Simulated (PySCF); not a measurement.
PySCF 2.14.0, R2SCAN/def2-svp, df: [c]1ccccc1, charge +1, multiplicity 1, 11 atoms. The geometry is a generated start, not checked to be a minimum at this level.

| Property | Result |
|---|---|
| task | energy |
| method | r2scan |
| basis | def2-svp |
| two-electron scheme | density fitting |
| mol.max_memory | 3000 MB |
| mf.max_cycle | 100 |
| mf.init_guess | minao (default) |
| mf.DIIS | CDIIS (default) |
| mf.conv_tol | 1e-09 (default) |
| mf.grids.level | 3 (default) |
| basis functions | 109 |
| grid points | 133752 |

```xyz
11

C     -1.3512     0.3354     0.0221
C     -0.6195     1.4320     0.0065
C      0.7506     1.0545    -0.0148
C      1.1123    -0.2757    -0.0172
C      0.1667    -1.2815     0.0011
C     -1.2187    -0.9773     0.0226
H     -0.9268     2.4637     0.0073
H      1.4705     1.8618    -0.0305
H      2.1641    -0.5365    -0.0320
H      0.4257    -2.3312    -0.0008
H     -1.9737    -1.7450     0.0357
```

Charge 1 and multiplicity 1 are set for this test and not shown to be the ground state.

One run each on 2 threads, 1 BLAS thread. Values of diis_space tried: 3, 5, 8 (default), 12, 20.

Problem. How does the count of Fock builds change with diis_space, and where is it least?

Solution. Fewest Fock builds, within one of each other: 8 (default) with 13, 12 with 13, 20 with 13. The count rises to 26 at 3. All converge to one solution.

| diis_space | Fock builds | end |
|---|---|---|
| 3 | 26 | same solution |
| 5 | 15 | same solution |
| 8 (default) | 13 | same solution |
| 12 | 13 | same solution |
| 20 | 13 | same solution |
